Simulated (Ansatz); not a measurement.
The parent structure is GaN in the rock salt structure (space group Fm-3m, No. 225; a = 4.2195 Å; a model cell). Axes: x, y, z lie along the cube axes.

The change: uniaxial stress, 8 GPa compression along x, with the cell and atoms free to relax against it.

Levels (all Ansatz, a first-principles code, PAW): PBEsol (420 eV, scalar-relativistic without spin-orbit coupling); r2SCAN (500 eV, scalar-relativistic without spin-orbit coupling).

The geometry is relaxed with PBEsol.

| Quantity | Result |
|---|---|
| PBEsol band gap | 0.36 eV |
| PBEsol electron mass | 0.41 mₑ along k, 0.19 mₑ across (at M) |
| PBEsol pressure | 2.67 GPa |
| PBEsol smallest direct gap | 2.81 eV |

With r2SCAN at the same geometry, the band gap increases by 0.62 eV (0.36 eV → 0.98 eV); the electron mass changes from 0.41 mₑ along k, 0.19 mₑ across (at M) to 0.41 mₑ along k, 0.20 mₑ across (at M); the pressure decreases by 0.33 GPa to 2.34 GPa; the smallest direct gap rises by 0.56 eV to 3.37 eV.

Single points use the geometry relaxed with PBEsol. Their cutoffs differ, which shifts pressures a little. Load acts through the strain it causes; cell and atoms are relaxed under it. Masses are band curvatures over ±0.01 Å⁻¹ around the edge. Along k means along the line from Γ to the band edge. Beyond what the load breaks, stability against distortions was not tested. The base started in Pnma and relaxed to Fm-3m at this level. This is not the structure that GaN has at room temperature and ambient pressure.
